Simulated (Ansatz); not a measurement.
**What isotropic strain +0.50 % does to BeTe**

Start from BeTe in the zinc blende structure (space group F-43m, No. 216; a = 5.657 Å).

It is then changed as follows: the cell is scaled by 1.0050 in all directions; the atoms relax in the strained cell.

All numbers come from r2SCAN, PAW, 500 eV (Ansatz, a first-principles code; without spin-orbit coupling). Settings: 10×10×10 k-points, 0.05 eV Fermi–Dirac smearing.

- Volume per atom = 22.97 Å³ (base 22.63 Å³)
- Space group = F-43m (No. 216) (base F-43m (No. 216))
- Shortest interatomic distance = 2.462 Å (base 2.449 Å)
- Energy relative to the base (free energy F) = +0.9 meV/atom
- Pressure = -0.85 GPa (base 0.01 GPa)
- Band gap = 2.41 eV (base 2.37 eV)
- Gap character = indirect, Γ → X (base indirect, Γ → X)
- Smallest direct gap = 4.05 eV (base 4.04 eV)
- Width of the top valence band = 3.16 eV (base 3.23 eV)
- Electron mass = 2.2 mₑ along k, 0.25 mₑ across (at X) (base 2.1 mₑ along k, 0.25 mₑ across (at X))
- Hole mass (degenerate bands, along [100]) = 0.20, 0.36, 0.36 mₑ (at Γ) (base 0.21, 0.35, 0.35 mₑ (at Γ))
- Valley order (the lowest conduction-band minima on the path, energy above the VBM, named in the base's zone) = X along ⟨100⟩ 2.41 eV; L along ⟨111⟩ 3.47 eV (base X along ⟨100⟩ 2.37 eV; L along ⟨111⟩ 3.51 eV)

Final structure:

```
BeTe
1.0
    0.00000     2.84255     2.84255
    2.84255     0.00000     2.84255
    2.84255     2.84255     0.00000
Be Te
1 1
Direct
  0.00000   0.00000   0.00000
  0.25000   0.25000   0.25000
```

Spin-orbit coupling, missing from the scalar runs, can matter with Te. Masses are band curvatures over ±0.01 Å⁻¹ around the edge. Along k means along the line from Γ to the band edge. Stability against distortions was not tested.
